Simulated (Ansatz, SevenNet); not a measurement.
For rock-salt ZrN, the machine-learned potential SevenNet-l3i5 (trained on PBE and PBE+U data) gives:

```
Quantity                           Value
------------------------------  --------
equilibrium lattice constant a   4.615 Å
elastic constant C11             466 GPa
elastic constant C44            95.8 GPa
polycrystal shear modulus        121 GPa
```

Task: What does HSE06 (Ansatz, a program for electronic structure, PAW) give for the same quantities?

Result: 
- lattice constant a: 4.562 Å (shrinks by 1.1 %)
- elastic constant C11: 586 GPa (increases by 26 %)
- elastic constant C44: 143 GPa (rises by 49 %)
- Voigt–Reuss–Hill shear modulus: 174 GPa (rises by 44 %)

For comparison: lattice constant a 4.575 Å (measured, temperature not stated, no zero-point or thermal correction, relaxed epitaxial film; as tabulated in Mei et al., J. Vac. Sci. Technol. A 31, 061516 (2013)); elastic constant C11 471 GPa (measured, temperature not stated, not corrected to a static lattice; as tabulated in Wu et al. (2005), arXiv:cond-mat/0412374); elastic constant C44 138 GPa (measured, temperature not stated, no zero-point or thermal correction; as tabulated in Wu et al. (2005), arXiv:cond-mat/0412374).

Changes are worked out from the printed values.

Unless a cell is named, each level is at its own relaxed cell (SevenNet-l3i5 12.28, HSE06 11.87 Å³/atom).

Caveats: hybrids on metals are sensitive to the k mesh (HSE06). Ansatz's density-functional and Hartree–Fock values are scalar-relativistic unless marked +SOC, with PAW data made under PBE.
